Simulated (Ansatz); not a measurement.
Consider MgB2 (space group P6/mmm, No. 191; a = 3.0640 Å, c = 3.4977 Å; relaxed with 0.1 eV smearing). Axes: x lies along a and z along c of the hexagonal cell.

Method: Ansatz (a quantum-chemistry and plane-wave program) PBEsol, no spin-orbit coupling.

Strains are applied to the cell and any free atomic positions relax.

One change was made to it. Results:

The energy grows by 2.8 meV/atom; the pressure (mean of the normal stresses, compression positive) goes from zero to -2.5 GPa.

**Question.** Which change produced these results?
A. uniaxial strain ε_xx = −0.50 %
B. uniaxial strain ε_xx = +1.50 %
C. uniaxial strain ε_xx = +2.50 %

**Answer.** B, uniaxial strain ε_xx = +1.50 %. For comparison, the energy relative to the base in the other runs: uniaxial strain ε_xx = −0.50 % gives +0.3 meV/atom; uniaxial strain ε_xx = +2.50 % gives +7.8 meV/atom.

Whether these cells are dynamically stable was not tested. All final runs are without spin polarisation.
